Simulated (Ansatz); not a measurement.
Data:

```
CELL_PARAMETERS angstrom
      3.98971     0.01337     0.01337
      0.01337     3.98971     0.01337
      0.01337     0.01337     3.98971
ATOMIC_POSITIONS crystal
  K  0.50000 0.50000 0.50000
  Ta 0.00000 0.00000 0.00000
  O  0.00000 0.50000 0.00000
  O  0.50000 0.00000 0.00000
  O  0.00000 0.00000 0.50000
```

All values below come from PBEsol with spin-orbit coupling, rigid bands (plane waves, PAW; Ansatz, a quantum-chemistry and plane-wave program). Condition of this run: uniaxial stress along [111] of -2 GPa (compression positive) (the target of the relaxation). Geometry: cell and atoms relaxed with PBEsol, then loaded as said.

**Question.** What conductivity effective mass do dilute electrons have at 300 K?

**Answer.** 0.47 mₑ.

**Question.** Predict the hole conductivity mass (n e² τ/σ) at 300 K, by direction if it differs.

**Answer.** 2.1 mₑ.

**Question.** And the band gap?

**Answer.** 1.98 eV at this level; semilocal functionals usually fall short of the measured gap.

Rigid bands, one relaxation time for all states, no polarons.
